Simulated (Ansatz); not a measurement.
The starting structures come from a database of crystals and need not be the phases stable at ambient conditions.

By PBEsol, the system below comes out a metal.

Without scattering a metal conducts by its projected Fermi surface.

```
Nb2N
1.0
    5.01212     0.00000     0.00000
    0.00000     5.33467     0.00000
    0.00000    -2.66733     4.61996
Nb N
6 3
Direct
  0.24770   0.33417   0.00000
  0.75230   0.66583   0.00000
  0.24770   0.66583   0.66583
  0.75230   0.33417   0.33417
  0.24770   0.00000   0.33417
  0.75230   0.00000   0.66583
  0.50000   0.33333   0.66667
  0.50000   0.66667   0.33333
  0.00000   0.00000   0.00000
```

Space group of this cell: P-31m. The cell is taken as given; by PBEsol its mean pressure is -10.2 GPa.

The current flows along the normal of the first two printed cell vectors, the (100) plane of the conventional cell. No spin-orbit coupling; the value is a mean over 0.1 eV about the Fermi level.

Question: Estimate the ballistic conductance per area that PBEsol run with Ansatz (a program for electronic structure) returns for this system.

Answer: 0.44 × 10¹⁵ S/m² for both spins.
